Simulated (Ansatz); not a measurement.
Input:

End structure of a constructed model of the (111) surface of fcc Ir, a pseudomorphic layer of Pd in the host's stacking (bottom of the slab: a bare face, its two planes held):

```yaml
crystal:
  lattice:
    - [2.73720, 0.00000, 0.00000]
    - [-1.36860, 2.37048, 0.00000]
    - [0.00000, 0.00000, 30.00000]
  atoms:
    - { symbol: Ir, position: [0.33333, 0.66667, 0.27283] }
    - { symbol: Ir, position: [0.66667, 0.33333, 0.34733] }
    - { symbol: Ir, position: [0.00000, 0.00000, 0.42111] }
    - { symbol: Ir, position: [0.33333, 0.66667, 0.49596] }
    - { symbol: Ir, position: [0.66667, 0.33333, 0.57070] }
    - { symbol: Ir, position: [0.00000, 0.00000, 0.64340] }
    - { symbol: Pd, position: [0.33333, 0.66667, 0.71959] }
```

Slab: 7 atoms, 13.6 Å thick at the start with caps and adatoms (thin: gaps and levels are the slab's own); k 16x16x1, smearing 0.1 eV, dipole-corrected; 2 atoms held, the rest relaxed; symmetry of the start imposed; no spin, no spin-orbit, no U. In PBE it is, or lies within 0.01 eV a 1x1 cell of, the lowest of the 2 structures of its composition computed so far; subsurface sites and larger cells were not tried.

Problem. Give the work function of the top face at the level PBE in Ansatz (a first-principles code).

Solution. 5.00 eV
